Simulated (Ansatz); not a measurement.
**Pressure series in Ba2TaBiO6**

The reference is Ba2TaBiO6 (space group R-3, No. 148; a = 6.072 Å, c = 14.589 Å (hexagonal axes); a cell from a computed database, its experimental status unchecked).

Cell and atoms are relaxed at each pressure.

Method: PBEsol (Ansatz, a quantum-chemistry and plane-wave program), no spin-orbit coupling.

| change | band gap | hole mass | c/a ratio | shortest interatomic distance |
|---|---|---|---|---|
| base | 2.46 eV | 0.75 mₑ along k, 0.33 mₑ across (at T) | 2.403 | 1.993 Å |
| pressure −2 GPa | 2.50 eV | 0.75 mₑ along k, 0.34 mₑ across (at T) | 2.408 | 1.999 Å |
| pressure −1 GPa | 2.48 eV | 0.75 mₑ along k, 0.32 mₑ across (at T) | 2.405 | 1.996 Å |
| pressure 0.3 GPa | 2.45 eV | 0.75 mₑ along k, 0.33 mₑ across (at T) | 2.402 | 1.992 Å |
| pressure 0.7 GPa | 2.44 eV | 0.75 mₑ along k, 0.33 mₑ across (at T) | 2.401 | [?] |
| pressure 1.5 GPa | 2.43 eV | 0.76 mₑ along k, 0.33 mₑ across (at T) | 2.398 | 1.989 Å |
| pressure 3 GPa | 2.39 eV | 0.84 mₑ along k, 0.33 mₑ across (at T) | 2.394 | 1.985 Å |
| pressure 5 GPa | 2.35 eV | 0.77 mₑ along k, 0.32 mₑ across (at T) | 2.387 | 1.979 Å |
| pressure 7.5 GPa | 2.30 eV | 0.85 mₑ along k, 0.32 mₑ across (at T) | 2.379 | 1.973 Å |
| pressure 10 GPa | 2.24 eV | [?] | 2.370 | 1.967 Å |

Some entries are withheld; estimate them.


- pressure 0.7 GPa, shortest interatomic distance: 1.991 Å
- pressure 10 GPa, hole mass: 0.74 mₑ along k, 0.31 mₑ across (at T)

Spin-orbit coupling, missing from the scalar runs, can matter with Bi and Ta. Load acts through the strain it causes; cell and atoms are relaxed under it. Masses are band curvatures over ±0.01 Å⁻¹ around the edge. Along k means along the line from Γ to the band edge. Whether these cells are dynamically stable was not tested. Competing high-pressure phases were not computed.
